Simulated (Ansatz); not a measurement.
Cells marked so need not be the phases stable at ambient conditions, and some may be hypothetical.

 Where the default PAW files enter, the runs use the earlier of Ansatz's two default sets.

The gap is the functional's own, uncorrected, and κ follows it; spin-orbit coupling is left out. Mid-gap values are interpolated between the computed energies.

A. SnH8(NCl3)2 (Fm-3m, not sure to be the ambient phase, 17 atoms a cell, 15.3 Å³ an atom), along the normal of (111)
B. Sc4C3 (I-43d, not sure to be the ambient phase, 14 atoms a cell, 13.4 Å³ an atom), along the normal of (001)
C. B (R-3m, not sure to be the ambient phase, 12 atoms a cell, 7.2 Å³ an atom), along the normal of (110)

Problem. Rank these by mid-gap decay constant of the slowest evanescent state (lowest first), as Ansatz (a quantum-chemistry and plane-wave program) with r2SCAN gives it.

Solution. B (0.06 1/Å), C (0.18 1/Å), A (0.31 1/Å)
